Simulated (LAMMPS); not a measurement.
MD of Cu3Au (L1_2) at zero pressure, 4000 atoms, as a liquid; each row is its own run.

Computed with classical MD, pair style eam, the elements' _u3.eam files (universal-3 set of Foiles, Baskes and Daw); code LAMMPS.

```
T (K)  volume (Å³/atom)
-----  ----------------
840              14.073
960              14.218
1080             14.365
1200             14.518
1320             14.669
1500             14.897
1680             15.130
1920             15.447
```

Problem. Fit a straight line, y = a + b x, to these rows (x is the first column, y the second) and predict the run at x = 1560.

Solution. Least squares gives a = 12.995 and b = 0.001272. At x = 1560 the fit predicts 14.979 Å³/atom. The run itself gave 14.975 ± 0.001 Å³/atom, so the fit is 0.027 % high.

Caution: a run this short can hold a crystal over, or a liquid under, the potential's own melting point, which these runs don't give.
